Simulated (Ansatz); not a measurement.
Base system: PtTe2 (space group P-3m1, No. 164; a = 4.0526 Å, c = 5.0969 Å; layered; relaxed with 0.1 eV smearing). Axes: x lies along a and z along c of the hexagonal cell.

All numbers come from PBE-D3(BJ) (Ansatz, a first-principles code; PAW; 420 eV plane waves; without spin-orbit coupling).

One thing is altered: uniaxial strain ε_zz = −1.00 %, all other strain components held at zero, atoms relaxed at fixed cell.

Task: Predict the stress tensor and what it implies for the stiffness.

Result: Stress of the strained cell less that of the base (GPa, compression positive):
```
    0.5     0.0     0.0
    0.0     0.5     0.0
    0.0     0.0     0.8
```

Then −Δσ_ii/ε with ε = -0.0100 gives relaxed-ion elastic constants: C33 ≈ 81 GPa, C13 ≈ 47 GPa and C23 ≈ 47 GPa.

No phonon test of stability was made. The final runs are not spin-polarised.
